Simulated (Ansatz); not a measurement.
## Short convergence ladders for HfZrCN (R3m, 4 atoms in the cell)

```
CELL_PARAMETERS angstrom
      1.64252     0.94831     5.37771
     -1.64252     0.94831     5.37771
      0.00000    -1.89662     5.37771
ATOMIC_POSITIONS crystal
  Zr 0.50441 0.50441 0.50441
  Hf 0.99905 0.99905 0.99905
  C  0.25206 0.25206 0.25206
  N  0.74760 0.74760 0.74760
```

Base method: PBEsol, default PAW files made with PBE (plane waves; Ansatz, an electronic-structure program).

Base settings: basis.ecutwfc = 30.9 Ry; kpoints.mp_grid.grid = 8 8 8; hamiltonian.xc = pbesol; hamiltonian.pseudopotentials = {kind: paw} (the program's default PAW files); scf.occupations.method = fermi_dirac; scf.occupations.width = 0.0073 Ry.

The count of work is k-points × plane waves × bands × iterations; it is no time. Core times come from one kind of shared machine, to one figure; runs under 30 s give none.

**The cutoff for other potential files**

Level: DFT, PBEsol, plane waves, harder PAW files (source: ansatz) made with PBE.

In this ladder: hamiltonian.pseudopotentials = {kind: paw, source: ansatz}.

The second cell is the first with its lattice scaled by 0.98.

The mesh stays at the base's, so the ladder's end is converged at best in this setting alone.

The first pressure column holds Ansatz's estimate of the finite-basis (Pulay) stress, which hides part of the cutoff error; the other is without it.

Only quantities that move along the ladder and can be compared are tabulated.

| basis.ecutwfc | free energy less the last step's (meV/atom) | energy of the compressed cell less the first (meV/atom) | pressure (GPa) | pressure without the Pulay estimate (GPa) | largest difference of a force vector from the last step's (eV/Å) | count of work / last | core time / last (rough) |
|---|---|---|---|---|---|---|---|
| 28.7 Ry | 390.78 | -3.34 | -7.96 | -26.30 | 0.027 | 0.11 | – |
| 35.3 Ry | 110.41 | -7.49 | -8.82 | -15.29 | 0.009 | 0.15 | – |
| 44.8 Ry | 14.59 | -7.59 | -8.87 | -10.12 | 0.002 | 0.21 | – |
| 54.4 Ry | 1.61 | -7.65 | -8.88 | -9.03 | 0.000 | 0.28 | – |
| 63.9 Ry | 0.56 | -7.68 | -8.88 | -8.90 | 0.000 | 0.36 | 0.5 |
| 76.8 Ry | 0.29 | -7.68 | -8.88 | -8.89 | 0.000 | 0.46 | 0.4 |
| 95.9 Ry | 0.10 | -7.69 | -8.89 | -8.89 | 0.000 | 0.66 | 0.6 |
| 127.9 Ry | 0.00 | -7.69 | -8.89 | -8.89 | 0.000 | 1.0 | 1 |

Coarsest basis.ecutwfc that holds the forces within 0.02 eV/Å of the last step, with all finer ones: 35.3 Ry, at 0.15 of the last step's count of work; the step before is off by 0.027 eV/Å.

Coarsest basis.ecutwfc that holds the pressure without the Pulay estimate within 0.1 GPa of the last step, with all finer ones: 63.9 Ry, at 0.36 of the last step's count of work; the step before is off by 0.14 GPa.

Coarsest basis.ecutwfc that holds the free energy within 5 meV/atom of the last step, with all finer ones: 54.4 Ry, at 0.28 of the last step's count of work; the step before is off by 15 meV/atom.

The energy difference between the two cells stays within 1 meV/atom of the last step's from 35.3 Ry on, the total only from 63.9 Ry on: much of the error is common to both cells and cancels.

At the lowest cutoff the pressure without the Pulay estimate lies 17.4 GPa under the last step's, the usual sign of Pulay stress in an incomplete plane-wave basis.

**The relaxed cell against the cutoff**

On HfZrCN (R3m, 4 atoms in the cell): atoms on their sites.

In this ladder: relax = cell and atoms.

The mesh stays at the base's, so the ladder's end is converged at best in this setting alone.

Only quantities that move along the ladder and can be compared are tabulated.

| basis.ecutwfc | relaxed volume (Å³/atom) | relaxation steps | core time / last (rough) |
|---|---|---|---|
| 15.4 Ry | 11.774 | 22 | 0.4 |
| 18.4 Ry | 12.111 | 18 | 0.4 |
| 21.7 Ry | 12.105 | 13 | 0.4 |
| 26.1 Ry | 12.069 | 9 | 0.3 |
| 30.9 Ry | 12.061 | 9 | 0.4 |
| 37.1 Ry | 12.061 | 7 | 0.4 |
| 46.3 Ry | 12.060 | 7 | 0.5 |
| 61.7 Ry | 12.060 | 7 | 1 |

Coarsest basis.ecutwfc that holds the relaxed volume within 0.06 Å³/atom of the last step, with all finer ones: 18.4 Ry, at about 0.4 of the last step's time; the step before is off by 0.29 Å³/atom.

At the lowest cutoff the cell relaxes to a volume 2.4 % smaller than at the highest. Ansatz relaxes on a stress corrected for the finite basis.

On the base run: the starting cell comes from a database of computed structures (which also holds hypothetical and non-ambient phases and stackings), without a prior relaxation at this level. Its lattice was rescaled by up to half a per cent. One atom was moved a little off its site on purpose.

Keys are those of Ansatz 0.2.
